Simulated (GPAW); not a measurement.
Band structure of Ba2CuSeO2 (P4/mmm, 6 atoms in the cell).

```yaml
crystal:
  lattice:
    - [4.05273, 0.00000, 0.00000]
    - [0.00000, 4.05273, 0.00000]
    - [0.00000, 0.00000, 7.56178]
  atoms:
    - { symbol: Ba, position: [0.50000, 0.50000, 0.74875] }
    - { symbol: Ba, position: [0.50000, 0.50000, 0.25125] }
    - { symbol: Cu, position: [0.00000, 0.00000, 0.50000] }
    - { symbol: Se, position: [0.00000, 0.00000, 0.00000] }
    - { symbol: O, position: [0.00000, 0.50000, 0.50000] }
    - { symbol: O, position: [0.50000, 0.00000, 0.50000] }
```

Method of the run: LDA (Perdew-Wang 92), GPAW PAW datasets LDA (gpaw-data 1.0.1) (plane waves; GPAW).

Settings: mode = pw; ecut = 950 eV; xc = LDA; kpts = 6 6 3; mesh shift (steps) = 0 0 0; occupations.name = fermi-dirac; occupations.width = 0.02 eV; nbands = -12; convergence.density = 1e-05 e/electron; symmetry.symmorphic = false; symmetry.tolerance = 0.0005; maxiter = 120; bandpath_npoints = 40.

The starting cell comes from a database of computed structures (which also holds hypothetical and non-ambient phases and stackings), without a prior relaxation at this level. Spin polarisation is off; with an odd number of electrons in the cell that forces a metal, and a magnetic state may lie lower.

Levels in eV from the Fermi level, bands 21 to 28:
```
point     21     22     23     24     25    26    27    28
-----  -----  -----  -----  -----  -----  ----  ----  ----
Γ      -1.42  -1.42  -0.85   0.03   0.03  1.43  2.64  3.30
X      -0.90  -0.87  -0.81  -0.80  -0.14  3.38  4.12  4.18
M      -0.92  -0.75  -0.75  -0.71   1.71  4.00  4.05  4.19
Z      -1.33  -1.33  -1.27  -0.13  -0.13  2.98  3.16  3.44
R      -1.01  -0.85  -0.73  -0.40  -0.15  3.02  4.27  4.31
A      -0.74  -0.71  -0.59  -0.59   1.71  1.82  4.34  5.34
```

Bands cross the Fermi level along this path, so the cell is metallic at this level.
